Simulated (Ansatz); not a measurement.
Start from TiAl (space group P4/mmm, No. 123; a = 2.797 Å, c = 4.032 Å). Axes: x, y, z lie along a, b, c of the conventional cell.

Method: DFT with PBEsol, PAW potentials and a 420 eV plane-wave cutoff in Ansatz (a program for electronic structure), no spin-orbit coupling.

Base values:

```
Item               Result
---------------  --------
Volume per atom  15.78 Å³
Pressure          0.0 GPa
```

One thing is altered: biaxial strain −1.06 %, plane normal [001], relaxed out of plane (Cartesian); in-plane vectors clamped, the third vector and the atoms free.

Task: What does the calculation give for the volume per atom and pressure after the change?

Result: The volume per atom shrinks by 0.165 Å³ to 15.61 Å³; the pressure (mean of the normal stresses, compression positive) goes from zero to 1.3 GPa.

No phonon test of stability was made. The final runs are not spin-polarised.
